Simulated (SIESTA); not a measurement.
Several settings converged on FeAl (P4mm, 2 atoms in the cell)

```yaml
crystal:
  lattice:
    - [2.91873, 0.00000, 0.00000]
    - [0.00000, 2.91873, 0.00000]
    - [0.00000, 0.00000, 2.91873]
  atoms:
    - { symbol: Al, position: [0.50000, 0.50000, 0.51713] }
    - { symbol: Fe, position: [0.00000, 0.00000, 0.00000] }
```

Base method: SIESTA with LDA PW92, numerical atomic orbitals DZP, PseudoDojo LDA standard norm-conserving potentials (rewritten from UPF to PSML).

Base settings: XC.functional = LDA; XC.authors = PW92; potentials = PseudoDojo LDA standard; PAO.BasisSize = DZP; PAO.EnergyShift = 0.005 Ry; MeshCutoff = 300 Ry; kgrid.MonkhorstPack = 5 5 5; OccupationFunction = FD; ElectronicTemperature = 0.1 eV; MaxSCFIterations = 150.

Core times come from one kind of shared machine, to one figure; runs under 30 s give none.

**Shifted k-point meshes**

Only quantities that move along the ladder and can be compared are tabulated.

```tsv
kgrid.MonkhorstPack	free energy less the last step's (meV/atom)	pressure (GPa)	largest difference of a force vector from the last step's (eV/Å)	core time / last (rough)
2 2 2 shifted by 0.5 0.5 0.5	-44.43	-24.01	0.052	0.2
4 4 4 shifted by 0.5 0.5 0.5	54.84	-17.64	0.003	0.3
6 6 6 shifted by 0.5 0.5 0.5	4.19	-19.36	0.002	–
8 8 8 shifted by 0.5 0.5 0.5	-4.13	-19.59	0.001	0.3
10 10 10 shifted by 0.5 0.5 0.5	-0.87	-19.48	0.000	0.3
15 15 15 shifted by 0.5 0.5 0.5	0.00	-19.46	0.000	1
```

Coarsest kgrid.MonkhorstPack that holds the pressure within 0.2 GPa of the last step, with all finer ones: 6 6 6 shifted by 0.5 0.5 0.5; the step before is off by 1.8 GPa.

Coarsest kgrid.MonkhorstPack that holds the free energy within 2 meV/atom of the last step, with all finer ones: 10 10 10 shifted by 0.5 0.5 0.5, at about 0.3 of the last step's time; the step before is off by 4.1 meV/atom.

Coarsest kgrid.MonkhorstPack that holds the forces within 0.005 eV/Å of the last step, with all finer ones: 4 4 4 shifted by 0.5 0.5 0.5, at about 0.3 of the last step's time; the step before is off by 0.052 eV/Å.

**The k-point mesh at a smearing width of 0.3 eV**

In this ladder: ElectronicTemperature = 0.3 eV.

Only quantities that move along the ladder and can be compared are tabulated.

| kgrid.MonkhorstPack | pressure (GPa) | core time / last (rough) |
|---|---|---|
| 4 4 4 | -17.88 | 0.5 |
| 6 6 6 | -17.25 | 0.6 |
| 12 12 12 | -17.24 | 0.8 |
| 15 15 15 | -17.24 | 1 |

Coarsest kgrid.MonkhorstPack that holds the pressure within 0.2 GPa of the last step, with all finer ones: 6 6 6; the step before is off by 0.63 GPa.

**The SCF threshold**

In this ladder: SCF.DM.Tolerance = default; SCF.DM.Converge = false; SCF.H.Converge = false; SCF.FreeE.Converge = true.

The mesh stays at the base's, so the ladder's end is converged at best in this setting alone.

Only quantities that move along the ladder and can be compared are tabulated.

```tsv
SCF.FreeE.Tolerance	free energy less the last step's (meV/atom)	pressure (GPa)
1.0E-01 eV	7.65	-18.97
1.0E-03 eV	0.52	-18.75
1.0E-05 eV	0.00	-18.68
1.0E-07 eV	0.00	-18.68
```

Coarsest SCF.FreeE.Tolerance that holds the pressure within 0.1 GPa of the last step, with all finer ones: 1.0E-03 eV; the step before is off by 0.29 GPa.

Coarsest SCF.FreeE.Tolerance that holds the free energy within 5 meV/atom of the last step, with all finer ones: 1.0E-03 eV; the step before is off by 7.6 meV/atom.

On the base run: the starting cell has typed, rounded lattice constants, without a prior relaxation at this level. Its lattice was rescaled by up to half a per cent. One atom was moved a little off its site on purpose. Spin polarisation is off. Values carry the incompleteness of an atom-centred basis. In the base run, with a pressure of about -19 GPa the cell is away from its equilibrium volume at this level. Without a gap this mesh is coarse (it stands for a supercell whose shortest vector is 15 Å).

Left out of this page: 1 run of the series failed or unconverged.
